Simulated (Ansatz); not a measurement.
The reference is BN in the zinc blende structure (space group F-43m, No. 216; a = 3.606 Å). Axes: x, y, z lie along the cube axes.

All numbers come from PBEsol (Ansatz, an electronic-structure program), without spin-orbit coupling.

Before the change:

The pressure comes out as -0.01 GPa. The volume per atom is 5.86 Å³.

Now apply this change: compressive biaxial strain of 0.23 % in the plane normal to [001], as in epitaxy on a mismatched substrate; the out-of-plane cell vector and the atoms relax.

What does the calculation give for the pressure and volume per atom after the change?

The pressure (mean of the normal stresses, compression positive) goes up by 1.38 GPa (-0.01 GPa → 1.37 GPa); the volume per atom shrinks by 0.02 Å³ to 5.84 Å³.

No phonon test of stability was made.
